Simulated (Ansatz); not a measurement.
Na3Sb under a change: isotropic strain −0.75 %

The parent structure is Na3Sb (space group P6_3/mmc, No. 194; a = 5.312 Å, c = 9.453 Å).

It is then changed as follows: the cell is scaled by 0.9925 in all directions; the atoms relax in the strained cell.

All numbers come from Ansatz (a quantum-chemistry and plane-wave program) PBEsol, without spin-orbit coupling. k-mesh 10×10×5 (Γ-centred); smearing 0.05 eV (Fermi–Dirac).

| quantity | base | changed | shift |
|---|---|---|---|
| volume per atom | 28.88 Å³ | 28.23 Å³ | -0.645 Å³ |
| space group | P6_3/mmc (No. 194) | P6_3/mmc (No. 194) | – |
| shortest interatomic distance | 3.067 Å | 3.044 Å | -0.023 Å |
| energy relative to the base (free energy F) | 0 meV/atom | +1.0 meV/atom | +1.0 meV/atom |
| pressure (mean of the normal stresses, compression positive) | 0.0 kbar | 4.9 kbar | +4.83 kbar |
| band gap | 0.43 eV | 0.48 eV | +0.05 eV |
| gap character | direct at Γ | direct at Γ | – |
| mean gap deformation potential ΔEg/Δln V | – | -2.4 eV | – |
| width of the top valence band | 0.92 eV | 0.94 eV | +0.02 eV |
| electron mass | 0.076 mₑ along c, 0.061 mₑ across (at Γ) | 0.079 mₑ along c, 0.067 mₑ across (at Γ) | – |
| valence-band top at Γ (three highest levels, from the VBM) | 0.00, 0.00, -0.16 eV | 0.00, 0.00, -0.17 eV | – |

Spin-orbit coupling, missing from the scalar runs, can matter with Sb. Effective masses come from finite differences of ±0.01 Å⁻¹. Stability against distortions was not tested.
